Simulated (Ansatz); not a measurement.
Fermi-surface data of PtIn₂ (Fm-3m)

Given:

```yaml
crystal:
  lattice:
    - [0.00000, 3.18589, 3.18589]
    - [3.18589, 0.00000, 3.18589]
    - [3.18589, 3.18589, 0.00000]
  atoms:
    - { symbol: In, position: [0.25000, 0.25000, 0.25000] }
    - { symbol: In, position: [0.75000, 0.75000, 0.75000] }
    - { symbol: Pt, position: [0.00000, 0.00000, 0.00000] }
```

These are PBEsol, rigid bands (plane waves, PAW, scalar-relativistic; Ansatz, a quantum-chemistry and plane-wave program) values and carry that method's errors. How the cell was made: cell and atoms relaxed with PBEsol.

- density of states at the Fermi level = 1.15 states/(eV·cell), both spins
- bare Sommerfeld coefficient = 0.90 mJ/(mol of atoms·K²)
- Drude plasma energy = 7.8 eV
- root-mean-square Fermi velocity = 1.2e6 m/s
- resistivity times τ = 8.0 ×10⁻²² Ω·m·s

A metal at this level (no band gap); rigid bands, thermally averaged at 300 K, both spins. Spin-orbit coupling is left out, which matters with elements this heavy. τ is one relaxation time for all states.

Formula and space group known from diffraction (Crystallography Open Database), not checked to be the room-temperature form: PtIn2 (Fm-3m).
